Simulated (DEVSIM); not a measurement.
Structure: Si n-i-p diode, at 400 K.

```
layer (left to right)  material  thickness (μm)  Nd (cm⁻³)  Na (cm⁻³)  τn (s)  τp (s)
---------------------  --------  --------------  ---------  ---------  ------  ------
1                            Si           0.480     3.6e18          -  5.4e-6  5.4e-6
2                            Si           0.410          -     1.5e11  5.4e-6  5.4e-6
3                            Si            2.50          -     7.6e17  5.4e-6  5.4e-6
```

Left contact: ohmic. Right contact: ohmic. Voltage is applied to the left contact. Recombination: SRH at mid-gap, radiative, Auger. Gap narrowing is on: ΔEg = 6.92 meV × (l + √(l² + 0.5)), l = ln(N/1.3e17 cm⁻³), shared equally by both band edges. Mobility is μmin + (μ − μmin)/(1 + (N/Nref)^α).

This is a model device: material constants are rounded textbook-type values typed into the input, and sizes, dopings and lifetimes were drawn at random. Values at 300 K; Nc and Nv go as T^1.5, mobilities as T to minus their exponent, the gap by Varshni's rule with the affinity fixed.

```csv
parameter,Si
gap (eV),1.124
affinity (eV),4.05
permittivity,11.7
Nc (cm⁻³),2.86e19
Nv (cm⁻³),3.1e19
μn (cm²/Vs),1417
μp (cm²/Vs),470
"μn,min",52
"μp,min",45
"Nref,n",9.7e16
"Nref,p",2.2e17
αn,0.68
αp,0.72
T exponent of μn,2.3
T exponent of μp,2.2
B (cm³/s),4.7e-15
Cn (cm⁶/s),2.8e-31
Cp (cm⁶/s),9.9e-32
Varshni α (eV/K),0.000473
Varshni β (K),636
```

Model (solved in DEVSIM): 1D drift-diffusion, Boltzmann statistics, complete ionisation; no tunnelling, impact ionisation, image-force lowering or self-heating.

Base results: dark forward voltage at 1 A/cm² (V) 0.492; dark forward voltage at 100 A/cm² (V) 0.652; potential step across the device at zero bias (V) 0.831.

Question: What follows from this one change: thickness of layer 3 2.5 → 0.5 μm?

Answer: dark forward voltage at 1 A/cm² 0.492 → 0.451 V; dark forward voltage at 100 A/cm² 0.652 → 0.610 V; potential step across the device at zero bias little changed (0.831 V).

Question: What follows from this one change: thickness of layer 1 0.48 → 0.17 μm?

Answer: dark forward voltage at 1 A/cm² 0.492 → 0.472 V; dark forward voltage at 100 A/cm² 0.652 → 0.633 V; potential step across the device at zero bias little changed (0.831 V).

Question: What follows from this one change: constant mobility in place of the doping-dependent one?

Answer: dark forward voltage at 1 A/cm² 0.492 → 0.446 V; dark forward voltage at 100 A/cm² 0.652 → 0.606 V; potential step across the device at zero bias little changed (0.831 V).
